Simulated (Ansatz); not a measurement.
Mg₂Pd (I4/mmm), PBEsol, DFPT electron-phonon coupling, linearised Boltzmann equation run with Ansatz (a first-principles code). Phonon-limited resistivity 5.19 μΩ·cm at 300 K along y (a = (-1.62, 1.62, 5.04) Å; b = (1.62, -1.62, 5.04) Å; c = (1.62, 1.62, -5.04) Å), 7.04 μΩ·cm at 400 K, current-weighted mean free path 19.6 nm, Drude plasma energy 7.28 eV.

**Question.** What Drude relaxation time do resistivity and plasma energy imply?

**Answer.** ω_p = 1.11e16 s⁻¹, so τ = 1/(ε₀ ω_p² ρ) = 17.8 fs, a damping ħ/τ of 37.0 meV.

**Question.** Estimate the electronic thermal conductivity at 300 K by the Wiedemann-Franz law (L₀ = 2.44×10⁻⁸ W·Ω/K²).

**Answer.** L₀T/ρ = 2.44×10⁻⁸ × 300/(5.19×10⁻⁸) = 141 W/(m·K). Inelastic scattering puts the true Lorenz number somewhat under L₀ near and below the Debye temperature.

**Question.** Estimate the resistivity of a 40 nm square wire with diffuse walls from ρ ≈ ρ₀(1 + 3ℓ/4d).

**Answer.** 1 + 0.75 × 19.6/40 = 1.37, so ρ ≈ 7.10 μΩ·cm and a line 1 μm long has 44.4 Ω. The formula is the free-electron limit for d well above ℓ; grain boundaries add to it.

A metal at this level (no band gap). Only scattering by harmonic phonons is included (no impurities, grain boundaries, electron-electron scattering or thermal expansion). Spin-orbit coupling is left out. The run warned that the eigensolver left some states short of its tolerance. Halving the electron mesh (24x24x24) moves the resistivity by up to 8 % at 300 K, the mean free path by up to 4 %. Smearing 0.20 eV; phonons on a 6x6x6 q mesh, which this run doesn't test.

Computed structure with no diffraction record at hand here (it may be known, metastable or hypothetical): Mg2Pd (I4/mmm).
